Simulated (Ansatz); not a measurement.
Results of r²SCAN (PAW; Ansatz, an electronic-structure program) for C (model structure, P6₂22, No. 180, 3 atoms in the cell).

Numerical settings: plane-wave cutoff 560 eV, 18×18×12 k mesh (along the axes of the cell as run), Fermi–Dirac smearing 0.01 eV, scalar-relativistic PAW data made under PBE.

Computed at the level's own relaxed cell.

```yaml
crystal:
  lattice:
    - [2.60028, 0.00000, 0.00000]
    - [-1.30014, 2.25191, 0.00000]
    - [0.00000, 0.00000, 2.79943]
  atoms:
    - { symbol: C, position: [0.50000, 0.00000, 0.00000] }
    - { symbol: C, position: [0.00000, 0.50000, 0.66667] }
    - { symbol: C, position: [0.50000, 0.50000, 0.33333] }
```

Task: List the 8 lowest band energies at Γ above −25 eV (eV, relative to the valence band maximum), grouping those that round alike.

Result: At Γ: -23.67, -8.57 (×2), -6.90, -1.96 (×2), 7.22 (×2).

Note: the relaxation could raise the start's symmetry but not lower it, so the cell can be a saddle point.

A model structure was made by putting elements into a prototype or built by hand; it is no filed structure, need not be a known phase, and can be a saddle point held by its symmetry.
